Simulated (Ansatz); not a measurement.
# Point defects in SiO2

The parent structure is a 9-atom supercell of SiO₂ (space group P3_121, No. 152; a = 4.921 Å, c = 5.417 Å) at its relaxed geometry.

One neutral defect a cell, atoms relaxed at fixed cell.

Calculations: plane-wave PAW DFT at the r2SCAN level (Ansatz, a program for electronic structure, 500 eV), no SOC.

| variant | pressure | largest displacement of a host atom from its site in the perfect cell |
|---|---|---|
| perfect supercell | 0.0 GPa | – |
| H interstitial (started 2.10 Å from the nearest host atom) | 2.9 GPa | 0.07 Å |
| H on a Si site, symmetric start | -1.3 GPa | 0.77 Å |
| P on a Si site, symmetric start | -2.9 GPa | 0.68 Å |
| Si on a O site (antisite), symmetric start | 11.3 GPa | 0.41 Å |
| Si interstitial (started 2.10 Å from the nearest host atom) | 8.6 GPa | 0.73 Å |

The magnetic state is the one reached from the starting moments; the real material's order can differ, and small cells can't hold many antiferromagnetic ones. In so small a cell the defect repeats every few ångströms: this is an ordered compound, not a dilute defect. Defects with a symmetric start kept the site's symmetry and may sit on a saddle; the others started slightly shaken. Starting moments died away, wholly or in part, for Si interstitial (started 2.10 Å from the nearest host atom); another magnetic solution may exist.
